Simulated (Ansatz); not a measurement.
An Ansatz (a first-principles code) run: HfO2 with a change (biaxial strain −4.44 %, plane normal [001], relaxed out of plane); r2SCAN (Ansatz), without spin-orbit coupling.

Input:

Ansatz 0.2 input:
```yaml
crystal:
  lattice:
    - [3.4179693254, 0, 0]
    - [0, 3.4179693254, 0]
    - [0, 0, 5.3181337827]
  atoms:
    - { symbol: Hf, position: [0, 0, 0] }
    - { symbol: Hf, position: [0.5, 0.5, 0.5] }
    - { symbol: O, position: [0, 0.5, 0.1961601081] }
    - { symbol: O, position: [0, 0.5, 0.6961601081] }
    - { symbol: O, position: [0.5, 0, 0.3038398919] }
    - { symbol: O, position: [0.5, 0, 0.8038398919] }
basis: { ecutwfc: 500, ecutrho_ratio: 4, xc_grid: 4, fft_grid_basis: typed }
kpoints: { mp_grid: { grid: [9, 9, 7] } }
hamiltonian:
  xc: r2scan
  dispersion: none
  pseudopotentials: { kind: paw }
scf: { occupations: { method: fermi_dirac, width: 0.05 } }
relax: { f_tol: 0.005, max_steps: 50, cell: { stress_tol: 0.01, fix: [a, b, gamma] } }
output: { forces: true, stress: true }
checkpoint: { write: state.ck, write_every: 1000 }
```

Output (explanatory and most iteration lines left out):

```
Relaxation: its limit of steps is 50 (relax.max_steps)
Pseudopotential: Hf, paw, valence charge 26
Pseudopotential: O, paw, valence charge 6
Crystal: 6 atoms, lattice volume = 62.129 Å³
Basis set: ecut = 500 eV, 1579 PW (Γ), exchange–correlation on 100×100×160 points (64 copies of the dense FFT grid, shifted against one another)
Bands: 46, of which v1, the nominal top of the filled ones, is band 38 counted from 1 (37 counted from 0)
Symmetry: 16 space group operations
Space group: P42/nmc (ITA 137), of the structure as read, at distance tolerance 4.0e-5 Å
k-points: 60 of 567
Functional: x = r2scan, c = r2scan; τ floored in thin density (d = 2e-4 eV/Å³)
SCF iter   1: F=—  HF=-33751.909731 eV  |F-HF|=—  |Δ(HF+E_count)|=         —  Δρ=1.13e-2  dr2=6.32e-2  dr2_τ=4.80e-1  ethr=1.77e-3  ⟨swp⟩=6.0  Hψ=9073  notcnv=0
SCF iter   2: F=—  HF=-33752.040642 eV  |F-HF|=—  |Δ(HF+E_count)|=   1.31e-1  Δρ=6.26e-3  dr2=1.91e-2  dr2_τ=2.46e-3  ethr=8.32e-5  ⟨swp⟩=2.1  Hψ=5789  notcnv=0  defer=216
SCF 1 converged in 8 iterations: F = -33752.038345 eV  dr2 = 2.07e-9
relax step   1: F+E_penalty+E_count = -33752.03834478 eV  Δ(F+E_penalty+E_count) = +0.000e0 eV  max|allowed force component| = 1.494e-1 eV/Å  Δτ_max = 0.0000 Å  P = +22.626 GPa  Ω = 62.129 Å³  fix = [a, b, gamma]  reactions: a +32.015, b +32.015 GPa  (8 SCF iters, dr2 threshold 1.00e-7 eV, accepted)
[... steps on the carried basis left out ...]
relax step   5: F+E_penalty+E_count = -33752.04485140 eV  Δ(F+E_penalty+E_count) = -1.625e-5 eV  max|allowed force component| = 3.384e-5 eV/Å  Δτ_max = 0.0019 Å  P = +20.314 GPa  Ω = 62.436 Å³  energy of the carried Pulay correction = -1.981e-4 eV  fix = [a, b, gamma]  reactions: a +30.469, b +30.469 GPa  (7 SCF iters, dr2 threshold 5.14e-9 eV, accepted)
Crystal: 6 atoms, lattice volume = 62.436 Å³
SCF iter   1: F=—  HF=-33752.045058 eV  |F-HF|=—  |Δ(HF+E_count)|=         —  Δρ=5.40e-5  dr2=5.42e-8  dr2_τ=1.18e-7  ethr=2.97e-8  ⟨swp⟩=3.8  Hψ=16986  notcnv=0
SCF iter   2: F=—  HF=-33752.045063 eV  |F-HF|=—  |Δ(HF+E_count)|=   4.47e-6  Δρ=2.75e-5  dr2=1.49e-8  dr2_τ=2.41e-7  ethr=7.13e-11  ⟨swp⟩=2.0  Hψ=5040  notcnv=0
SCF 6 converged in 6 iterations: F = -33752.045063 eV  dr2 = 4.83e-13
SCF converged after 6 iterations
Free energy (F): -33752.045063 eV
Internal energy: -33752.045063 eV  (E = F + TS)
E sigma→0 (E₀):  -33752.045063 eV
Fermi energy:    18.691027 eV
--- Forces (eV/Å), atoms counted from 1 ---
  atom   1  Hf     0.00000000     0.00000000     0.00000000
  atom   2  Hf     0.00000000     0.00000000    -0.00000000
  atom   3  O      0.00000000     0.00000000    -0.00003105
  atom   4  O      0.00000000     0.00000000    -0.00003105
  atom   5  O      0.00000000     0.00000000     0.00003105
  atom   6  O      0.00000000     0.00000000     0.00003105
--- Stress (GPa, compression-positive) ---
       30.464542       0.000000       0.000000
        0.000000      30.464542       0.000000
        0.000000       0.000000      -0.000856
  P = ⅓ Tr σ = 20.3094 GPa (203.094 kbar)
--- Relaxed structure (5 steps of the walk, 5 accepted, 1 SCFs on fresh bases) ---
  cell:  # Å, volume = 62.4359 Å³
    - [3.4179693254, 0.0, 0.0]
    - [0.0, 3.4179693254, 0.0]
    - [0.0, 0.0, 5.344389752137132]
  atoms:
    - { symbol: Hf, position: [1.742507751578272e-36, 4.035281108918103e-37, 1.3580397911286517e-35] }
    - { symbol: Hf, position: [0.5, 0.5, 0.5] }
    - { symbol: O, position: [6.970031006313088e-37, 0.5, 0.1980685534151398] }
    - { symbol: O, position: [-1.724165564719553e-36, 0.5, 0.6980685534151397] }
    - { symbol: O, position: [0.5, -3.66843737174373e-38, 0.3019314465848602] }
    - { symbol: O, position: [0.5, -3.66843737174373e-38, 0.8019314465848604] }
```

With Hf present, leaving out spin-orbit coupling can change the band edges. No phonon test of stability was made. The cell was made from HfO$_{2}$ (space group P4_2/nmc, No. 137) by this change: biaxial strain −4.44 %, plane normal [001], relaxed out of plane. This is not the structure that HfO2 has at room temperature and ambient pressure.
